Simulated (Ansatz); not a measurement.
System: O-vacancy pair (O on one host N site, one N site vacant) in wurtzite AlN (charge state +2). Method: PBE, PAW (plane waves to 420 eV; Ansatz, an electronic-structure program).

Cell of 72 host sites held at the relaxed PBE lattice; the Γ point alone; Fermi-Dirac width 0.01 eV, spin-restricted; finite-size errors left in. Energies are static. The charge state is imposed; whether it is stable for some Fermi level was not computed. Forms of the defect that were not tried may lie lower. The start lies 0.18 eV above the lowest site run (PBE).

Barriers: single points on a 2×2×2 k-point mesh shifted by half a step along c at the bands' geometries (they differ from the bands' own by up to 0.47 eV, and are uncertain by about as much).

The step: a nearby N atom hops onto the vacant site (O-vacancy distance between ideal sites 3.09 Å throughout); the atom moves 3.08 Å along (0.98, 0.98, 0.00) of the unit cell; the moving atom starts with neighbours Al at 1.88, Al at 1.90, Al at 1.92, Al at 1.93 Å and ends with Al at 1.88, Al at 1.90, Al at 1.92, Al at 1.93 Å.

Q: Estimate the migration barrier of this step that PBE, PAW returns for this input.

A: 378 kJ/mol, the same both ways. At the saddle the moving atom has neighbours Al at 1.79, 2 Al at 2.14, 2 Al at 2.28 Å. The program found a first-order saddle point.
